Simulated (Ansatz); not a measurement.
Output of an Ansatz run (abridged):

```
WARN ansatz: RAYON_NUM_THREADS=1 ignored (pool sized by the plan → 1); use --threads N
Pseudopotentials: kind: paw
Pseudopotential: Ir, paw, valence charge 17
Crystal: 1 atoms, lattice volume = 13.944 Å³
Basis set: ecut = 420 eV, 283 PW (Γ), exchange–correlation on 40×40×40 points (8 copies of the dense FFT grid, shifted against one another)
Bands: 13, of which v1, the nominal top of the filled ones, is band 9 counted from 1 (8 counted from 0)
Symmetry: 48 space group operations
Space group: Fm-3m (ITA 225), of the structure as read, at distance tolerance 2.4e-5 Å
k-points: 120 of 3375
Initial density: superposition of atomic densities (neutral atoms: chi_scale 0, normalization atom), corrected by the library's trained network
Initial wavefunctions: pseudopotential atomic-orbital guess
Eigensolver: davidson
Functional: x = pbe(κ = 0.804, μ = 0.2195149727645171), c = pbe(β = 0.06672455060314922)
SCF iter   1: F=—  HF=-11935.292123 eV  |F-HF|=—  |Δ(HF+E_count)|=         —  Δρ=4.00e-3  dr2=3.19e-4  ethr=1.77e-3  ⟨swp⟩=5.0  Hψ=7875  notcnv=0
all-band conjugate gradients solve this SCF's bands
preconditioner: auto → none
SCF iter   2: F=—  HF=-11935.292753 eV  |F-HF|=—  |Δ(HF+E_count)|=   6.29e-4  Δρ=2.06e-3  dr2=8.21e-5  ethr=1.88e-6  ⟨swp⟩=2.3  Hψ=3208  notcnv=0
SCF iter   3: F=—  HF=-11935.293031 eV  |F-HF|=—  |Δ(HF+E_count)|=   2.78e-4  Δρ=3.82e-4  dr2=1.70e-5  ethr=4.83e-7  ⟨swp⟩=2.0  Hψ=2065  notcnv=0
SCF iter   4: F=—  HF=-11935.293027 eV  |F-HF|=—  |Δ(HF+E_count)|=   4.00e-6  Δρ=7.33e-5  dr2=4.96e-7  ethr=9.97e-8  ⟨swp⟩=2.3  Hψ=2125  notcnv=0
iter 5 did not close the SCF: its close was put off for the readings that it lacked (scf_convergence_deferred on its scf_iter line)
SCF iter   5: F=-11935.293027 eV  HF=-11935.293027 eV  |F-HF|=1.36e-8  |Δ(HF+E_count)|=   1.14e-7  Δρ=2.41e-5  dr2=3.97e-8  ethr=2.92e-9  ⟨swp⟩=2.4  Hψ=2016  notcnv=0
SCF iter   6: F=-11935.293027 eV  HF=-11935.293027 eV  |F-HF|=4.73e-11  |Δ(HF+E_count)|=   6.55e-9  Δρ=9.37e-7  dr2=5.88e-11  ethr=2.34e-10  ⟨swp⟩=3.2  Hψ=5429  notcnv=0
SCF 1 converged in 6 iterations: F = -11935.293027 eV  dr2 = 5.88e-11
SCF converged after 6 iterations
Free energy (F): -11935.293027 eV
Harris-Foulkes:  -11935.293027 eV  (|F-HF|=4.73e-11)
Internal energy: -11935.288002 eV  (E = F + TS)
E sigma→0 (E₀):  -11935.290514 eV
Entropy (-TS):   -0.005025 eV (-5.025 meV/atom)
Fermi energy:    26.359448 eV
--- Per-component energies (eV) ---
  E_band       = -75.566061
  E_kinetic    = 624.208638
  E_local      = -1046.959327  (includes V_loc(G=0)·N_el)
  E_nonlocal   = 72.635659
  E_hartree    = 403.681880
  E_xc         = -268.517708
  E_vxc        = -300.845873  (∫ρ·V_xc dr)
  E_paw        = -9223.492000  (= ΣΔE_a)
  E_vpaw       = -231.969235  (= ΣTr[D̂ρ^β])
  E_aug_tail   = 0.000053  (compensation charges beyond the density's cutoff)
  E_ewald      = -2496.845197
  E_smearing   = -0.005025  (= −TS)
  E_closure    = -0.000000  (closes the sum)
  Σ components = -11935.293027   (vs F -11935.293027, Δ=0.00e0)
--- Forces (eV/Å), atoms counted from 1 ---
  atom   1  Ir    -0.00000000     0.00000000     0.00000000
  max |Σ_I F_I| component: 1.64e-32 eV/Å
--- Stress (GPa, compression-positive) ---
       14.824621       0.000000       0.000000
        0.000000      14.824621      -0.000000
        0.000000       0.000000      14.824621
  P = ⅓ Tr σ = 14.8246 GPa (148.246 kbar)
  The stress holds the Pulay correction. Without it, at fixed plane waves, as pw.x and ABINIT print it: P = 14.7327 GPa
--- Band table (eV; the first three rows and the last of 120) ---
  k-point 0: bands = ["-66.6225", "-23.0909", "-23.0909", "-23.0909", "15.0189", "22.3200", "22.3200", "22.3200", "25.0766", "25.0766", "39.8556", "45.4496", "45.4496"]
  k-point 1: bands = ["-66.6194", "-23.1283", "-23.0960", "-23.0960", "15.2206", "22.2112", "22.4069", "22.4069", "25.0192", "25.0192", "40.2062", "44.5552", "45.7872"]
  k-point 2: bands = ["-66.6108", "-23.2335", "-23.1104", "-23.1104", "15.7937", "21.9539", "22.6172", "22.6172", "24.9166", "24.9166", "41.1199", "42.9021", "46.7609"]
  k-point 119: bands = ["-66.5287", "-23.6612", "-23.6236", "-23.3972", "19.8939", "20.9688", "21.6462", "24.4999", "27.7125", "33.9707", "35.2042", "36.2498", "39.9764"]
```

The structure:

```xyz
1
Lattice="0.0000 1.9104 1.9104 1.9104 0.0000 1.9104 1.9104 1.9104 0.0000" Properties=species:S:1:pos:R:3 pbc="T T T"
Ir     0.0000     0.0000     0.0000
```

**Question.** Reconstruct the input of this run.

**Answer.** Other spellings and defaults could give the same log, and not every line can be read from it. The input that was run (DFT, PBE, plane waves, default PAW files):

Ansatz 0.2 input:
```yaml
crystal:
  lattice:
    - [0.000000, 1.910400, 1.910400]
    - [1.910400, 0.000000, 1.910400]
    - [1.910400, 1.910400, 0.000000]
  atoms:
    - { symbol: Ir, position_ang: [0.000000, 0.000000, 0.000000] }
basis:
  ecutwfc: 420.0 eV
kpoints:
  mp_grid: { grid: [15, 15, 15] }
hamiltonian:
  xc: pbe
  pseudopotentials: { kind: paw }
scf:
  occupations: { method: gaussian, width: 0.1 eV }
output:
  forces: true
  eigenvalues: true
  stress: true
```

The starting cell has typed, rounded lattice constants, without a prior relaxation at this level. Its lattice was rescaled by up to half a per cent. Spin-orbit coupling is off. Spin polarisation is off. With a pressure of about 15 GPa the cell is away from its equilibrium volume at this level. Ansatz's pressure includes its estimate of the finite-basis (Pulay) stress.

Ansatz is a quantum-chemistry and plane-wave program.
